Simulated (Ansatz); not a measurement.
Take SnPt in the NiAs type structure (space group P6_3/mmc, No. 194; a = 4.125 Å, c = 5.440 Å; relaxed with 0.1 eV smearing) as the base. Axes: x lies along a and z along c of the hexagonal cell.

Level of theory: PBEsol (Ansatz, an electronic-structure program; PAW; 420 eV plane waves; no spin-orbit coupling).

Base values:

- Pressure = 0.0 GPa

Perturbation: compressive biaxial strain of 1.42 % in the plane normal to [001], as in epitaxy on a mismatched substrate; the out-of-plane cell vector and the atoms relax.

Task: What does the calculation give for the out-of-plane strain and pressure after the change?

Result: The out-of-plane strain is +0.94 %; the pressure (mean of the normal stresses, compression positive) goes from zero to 2.6 GPa.

Whether these cells are dynamically stable was not tested. The final runs are not spin-polarised.
